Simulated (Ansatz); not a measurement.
Consider Sn (space group I4_1/amd, No. 141; a = 5.887 Å, c = 3.186 Å; relaxed with 0.1 eV smearing). Axes: x, y, z lie along a, b, c of the conventional cell.

All numbers come from r2SCAN (Ansatz, a first-principles code; PAW; 500 eV plane waves; no spin-orbit coupling).

Before the change:

| Property | Value |
|---|---|
| Shortest interatomic distance | 3.049 Å |

It is then changed as follows: biaxial strain +0.74 %, plane normal [001], relaxed out of plane (Cartesian); in-plane vectors clamped, the third vector and the atoms free.

**Question.** Estimate the effect on the shortest interatomic distance and in-plane stress.

**Answer.** The shortest interatomic distance rises by 0.020 Å (3.049 Å → 3.069 Å); the mean in-plane stress (compression positive) amounts to -0.8 GPa.

A biaxial case was relaxed in a doubled cell and then solved in the primitive one. No phonon test of stability was made.
